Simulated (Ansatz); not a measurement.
Take Zr in the hcp (Mg type) structure (space group P6_3/mmc, No. 194; relaxed with 0.1 eV smearing) as the base.

```yaml
crystal:
  lattice:
    - [3.18249, 0.00000, 0.00000]
    - [-1.59125, 2.75612, 0.00000]
    - [0.00000, 0.00000, 5.12352]
  atoms:
    - { symbol: Zr, position: [0.66667, 0.33333, 0.75000] }
    - { symbol: Zr, position: [0.33333, 0.66667, 0.25000] }
```

Cartesian axes are those of the cell as printed.

All numbers come from PBEsol (Ansatz, a first-principles code; PAW; 420 eV plane waves; without spin-orbit coupling).

Strains are applied to the cell and any free atomic positions relax.

One change was made to it. Results:

```json
[
 {"quantity": "energy relative to the base (free energy F)", "base": "0 meV/atom", "after": "+7.1 meV/atom"},
 {"quantity": "band gap", "base": "zero", "after": "zero"},
 {"quantity": "pressure (mean of the normal stresses, compression positive)", "base": "0.0 GPa", "after": "-2.5 GPa"}
]
```

Which change produced these results?
A) uniaxial strain ε_zz = +2.50 %
B) uniaxial strain ε_zz = −2.00 %
C) uniaxial strain ε_zz = +3.00 %
D) uniaxial strain ε_zz = −3.00 %

A, uniaxial strain ε_zz = +2.50 %. For comparison, the energy relative to the base in the other runs: uniaxial strain ε_zz = −2.00 % gives +5.0 meV/atom; uniaxial strain ε_zz = +3.00 % gives +10 meV/atom; uniaxial strain ε_zz = −3.00 % gives +11 meV/atom.

Stability against distortions was not tested. The final runs are not spin-polarised.
